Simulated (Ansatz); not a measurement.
Pressure series in Hf

The reference is Hf in the hcp (Mg type) structure (space group P6_3/mmc, No. 194; a = 3.204 Å, c = 5.069 Å).

Cell and atoms are relaxed at each pressure.

All numbers come from PBE/PAW in Ansatz (a program for electronic structure), spin-orbit coupling left out.

```json
[
 {"pressure (GPa)": "-1", "volume per atom (Å³/atom)": "22.754"},
 {"pressure (GPa)": "0", "volume per atom (Å³/atom)": "22.536"},
 {"pressure (GPa)": "0.9", "volume per atom (Å³/atom)": "22.353"},
 {"pressure (GPa)": "2.1", "volume per atom (Å³/atom)": "22.112"},
 {"pressure (GPa)": "4.5", "volume per atom (Å³/atom)": "21.668"},
 {"pressure (GPa)": "9", "volume per atom (Å³/atom)": "20.925"},
 {"pressure (GPa)": "15", "volume per atom (Å³/atom)": "?"},
 {"pressure (GPa)": "22.5", "volume per atom (Å³/atom)": "19.193"},
 {"pressure (GPa)": "30", "volume per atom (Å³/atom)": "18.444"}
]
```

Fit the third-order Birch–Murnaghan form P(V) = (3B₀/2)[(V₀/V)^(7/3) − (V₀/V)^(5/3)]·[1 + (3/4)(B₀′ − 4)((V₀/V)^(2/3) − 1)] (squares taken in P) to the rows shown and predict the withheld row.

Least squares on the printed values gives V₀ = 22.538 Å³/atom, B₀ = 107 GPa, B₀′ = 3.4; this predicts 20.080 Å³/atom, and the run gives 20.081 Å³/atom, in agreement.

Load acts through the strain it causes; cell and atoms are relaxed under it. Stability against distortions was not tested. Competing high-pressure phases were not computed. The final runs are not spin-polarised.
